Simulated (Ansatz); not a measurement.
Structure of amorphous Ga$_{24}$O$_{38}$Hf (periodic cell):

```xyz
63
Lattice="9.1138 0.1246 0.0305 0.1246 9.1742 -0.1516 0.0305 -0.1516 9.1842" Properties=species:S:1:pos:R:3 pbc="T T T"
Ga     1.9995     6.0846     7.9836
Ga     5.3236     2.8101     0.2944
Ga     6.2907     5.0791     7.7096
Ga     3.6837     0.8372     7.2524
Ga     4.3823     8.1611     3.3504
Ga     5.9998     1.4010     3.0186
Ga     2.4740     1.6678     2.5298
Ga     8.9123     3.2103     7.1912
Ga     1.7744     4.2435     5.2426
Ga     4.6177     7.2517     8.7071
Ga     5.7952     8.5397     5.8599
Ga     8.5718     2.6353     3.9837
Ga     8.1545     7.2523     0.1226
Ga     1.5865     0.1591     4.9468
Ga     7.6526     5.5906     5.2456
Ga     6.1979     2.7456     5.8628
Ga     8.7230     8.3462     6.8555
Ga     6.3950     5.7128     1.9294
Ga     2.0796     2.9297     8.7627
Ga     3.4809     4.9372     2.4007
Ga     8.0377     8.2369     3.5025
Ga     4.1411     5.7144     5.6476
Ga     0.5789     4.6076     1.5819
Ga     1.7491     7.7958     1.6990
O      8.0905     9.0552     8.4813
O      6.4259     1.6226     1.1785
O      1.7859     5.8981     2.2906
O      4.6806     6.6044     2.3254
O      9.1375     4.4565     4.5892
O      9.2016     8.5308     5.0468
O      0.3728     6.9352     7.9321
O      2.2765     5.8504     6.1729
O      4.4403     7.4750     5.1339
O      4.4693     5.7051     7.6116
O      3.4105     4.4928     4.2845
O      7.3774     6.3998     3.5415
O      1.5168     4.6521     9.0297
O      2.8237     7.4053     0.0878
O      3.7039     2.0493     8.6714
O      5.0293     1.2501     5.9578
O      2.4660     8.2978     3.3932
O      8.0346     2.1616     5.9367
O      8.9294     3.1001     2.1293
O      8.8934     8.0939     1.6692
O      6.5125     2.8882     3.9712
O      0.3010     2.2123     8.7466
O      4.1698     0.8621     2.7992
O      7.1919     7.3434     6.2435
O      2.5581     3.3313     1.6840
O      2.1176     0.1437     6.6826
O      5.9141     4.7725     5.7092
O      6.2806     6.7232     0.0235
O      1.4880     0.5710     1.3643
O      6.2192     8.8531     3.8287
O      8.0818     5.5153     1.0297
O      6.1758     3.2117     7.9063
O      1.6647     3.1416     6.7543
O      1.4764     1.8707     4.1501
O      8.1219     0.9267     3.1090
O      5.1576     4.2884     1.4831
O      8.0973     4.9317     7.0874
O      5.0259     8.7035     7.6797
Hf     8.5995     1.2309     1.0438
```

These are PBE, scalar-relativistic without spin-orbit coupling (plane waves to 420 eV, PAW; Ansatz, a first-principles code) values and carry that method's errors.

Preparation: random packing, a CHGNet melt and quench, and a DFT relaxation. O atoms were pushed apart under 1.9 Å during the dynamics, to hinder bonds among them. The hot cell started wider than the set density and was brought back towards it in steps. It is the lowest in DFT energy of 2 quenches. It is a model cell: composition and starting density were chosen by hand, and all elements were melted together. No dispersion term was used. Its density started from a set value of 5.20 and ended at 5.32 g/cm³. The quench (nominally 280 K/ps over its main leg) was far faster than any real one, so the model tends to hold more defects than a real film. Values belong to this one cell and scatter from quench to quench. Volume and shape were free in the relaxation.

Neighbours within Ga-Ga 2.68 Å, Ga-O 2.32 Å, Ga-Hf 3.01 Å, O-O 1.58 Å, O-Hf 2.65 Å, Hf-Hf 3.34 Å count as bonded. Two cations that share two anions don't count as bonded, nor two that share one unless they lie closer than Ga-Ga 2.61 Å, Ga-Hf 2.93 Å, Hf-Hf 3.25 Å.

Q: Give the coordination numbers, mean bond lengths and angles.

A: 
| Property | Value |
|---|---|
| Mean coordination of Ga by anions | 4.62 (10 with 4, 13 with 5, 1 with 6) |
| Mean coordination of O | 3.11 (1 with 2, 32 with 3, 5 with 4) |
| Mean coordination of Hf by anions | 7.00 (1 with 7) |
| Mean Ga-O bond | 1.943 Å (spread 0.081 Å, 111 counted) |
| Mean O-Hf bond | 2.181 Å (spread 0.117 Å, 7 counted) |
| Bond angle at Ga | mean 106.9°, spread 23.5° |
| Bond angle at O | mean 113.8°, spread 14.1° |
| Bond angle at Hf | mean 101.6°, spread 30.0° |

Q: List the pairs of like atoms that count as bonded by the rules above.

A: There are none by these rules.
